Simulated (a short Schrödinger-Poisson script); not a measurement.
# MOS inversion layer, HfO2 on p-type Ge(111)

Stack: MOS inversion layer, HfO2 on p-type Ge(111), at 300 K.

```tsv
layer	material	thickness (nm)	Na (cm⁻³)
1	HfO2	10.7	-
2	Ge	300	1.9e18
```

Constants are typed, rounded textbook-type inputs, not results; the design itself was drawn at random and stands for no fabricated device. HfO2: permittivity 22, conduction-band edge (eV) 1.5, gap (eV) 5.7, electron mass (mₑ) 0.2. Ge: permittivity 16, conduction-band edge (eV) 0, gap (eV) 0.664, Nv at 300 K (cm⁻³) 6e18.

Channel valleys (confinement mass, in-plane density-of-states mass, number): L1 1.59, 0.08, 1; L3 0.09, 0.34, 3. At the gate the conduction-band edge of layer 1 lies 1.67 eV − eVg above the Fermi level of the channel; the field vanishes at the back. Gaps are held at their typed values at every temperature. Mesh 0.03 nm at interfaces.

From a short Schrödinger-Poisson script (our own, NumPy): 1D Poisson equation in equilibrium, electrons quantum, Hartree (BenDaniel-Duke, 12 states a valley, the channel's in-plane mass for all, wave functions ending at the dielectric), parabolic valleys, classical holes, full ionisation, no traps, pinning or gate leakage.

| Vg (V) | electrons (cm⁻²) | C (μF/cm²) | L1 E0 (meV) | L1 E1 (meV) | L3 E0 (meV) | L3 E1 (meV) |
|---|---|---|---|---|---|---|
| 0.2 | 2.10e6 | 0.553 | 342.4 | 394.7 | 450.6 | 559.7 |
| 0.4 | 3.23e8 | 0.489 | 209.2 | 269.2 | 334.5 | 468.8 |
| 0.6 | 5.87e10 | 0.600 | 72.4 | 138.8 | 211.8 | 365.1 |
| 0.8 | 9.42e11 | 1.19 | -11.0 | 60.8 | 138.9 | 302.0 |
| 1 | 2.42e12 | 1.34 | -53.9 | 23.4 | 105.7 | 273.6 |
| 1.2 | 4.07e12 | 1.40 | -86.3 | -2.5 | 84.2 | 255.8 |
| 1.4 | 5.80e12 | 1.44 | -113.7 | -22.7 | 68.6 | 243.7 |
| 1.6 | 7.58e12 | 1.46 | -138.3 | -39.7 | 56.5 | - |
| 1.8 | 9.40e12 | 1.48 | -161.1 | - | - | - |
| 2 | 1.12e13 | 1.49 | - | - | - | - |

Gate voltages with under 1e6 electrons/cm² are left out.

Subbands count from the Fermi level; a dash marks a level above the dielectric's band edge.

Only the L valleys are kept; under strong confinement the Δ valleys of Ge fill too.
